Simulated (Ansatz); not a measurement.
**How the equilibrium volume per atom of ZrGe (model structure, started from the CoSn type, P6/mmm, No. 191, 6 atoms in the cell) moves with the method**

No measured value is used here.

```csv
level (code),value (Å³/atom)
PBE (Ansatz),(withheld)
PBEsol (Ansatz),22.74
PBE-D3(BJ) (Ansatz),22.85
```

Task: Some entries are withheld; supply them.

Result: 
- PBE (Ansatz, an electronic-structure program), value (Å³/atom): 23.59

PBE-D3(BJ): a distance lies near a switch of the dispersion term, which can move the cell. Ansatz's density-functional and Hartree–Fock values are scalar-relativistic unless marked +SOC, with PAW data made under PBE.

A model structure was made by putting elements into a prototype or built by hand; it is no filed structure, need not be a known phase, and can be a saddle point held by its symmetry.
